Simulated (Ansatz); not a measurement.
**BaZrO3: tensor shear ε_xy = +1.67 %**

Start from BaZrO$_{3}$ in the cubic perovskite structure (space group Pm-3m, No. 221; a = 4.181 Å). Axes: x, y, z lie along the cube axes.

Now apply this change: a pure shear with ε_xy = ε_yx = 0.0167; the atoms relax in the strained cell.

Method: PBEsol (Ansatz, an electronic-structure program; PAW; 420 eV plane waves; scalar-relativistic without spin-orbit coupling). Settings: 8×8×8 k-points, 0.05 eV Fermi–Dirac smearing.

```csv
quantity,base,changed,shift
space group,Pm-3m (No. 221),Cmmm (No. 65),–
shortest interatomic distance,2.090 Å,2.090 Å,0.000 Å
energy relative to the base (free energy F),0 meV/atom,+4.3 meV/atom,+4.3 meV/atom
"pressure (mean of the normal stresses, compression positive)",-0.01 GPa,0.05 GPa,+0.06 GPa
band gap (an upper bound: an edge found on the path is not a true extremum; the base alone),3.17 eV,3.03 eV,-0.148 eV
"stress (xx, yy, zz, yz, xz, xy; compression positive)",–,"(0.05, 0.05, 0.05, 0.00, 0.00, -2.86) GPa",–
```

Final structure:

```yaml
crystal:
  lattice:
    - [4.18064, 0.06982, 0.00000]
    - [0.06982, 4.18064, 0.00000]
    - [0.00000, 0.00000, 4.18064]
  atoms:
    - { symbol: Ba, position: [0.00000, 0.00000, 0.00000] }
    - { symbol: Zr, position: [0.50000, 0.50000, 0.50000] }
    - { symbol: O, position: [0.50000, 0.00000, 0.50000] }
    - { symbol: O, position: [0.00000, 0.50000, 0.50000] }
    - { symbol: O, position: [0.50000, 0.50000, 0.00000] }
```

Stability against distortions was not tested.
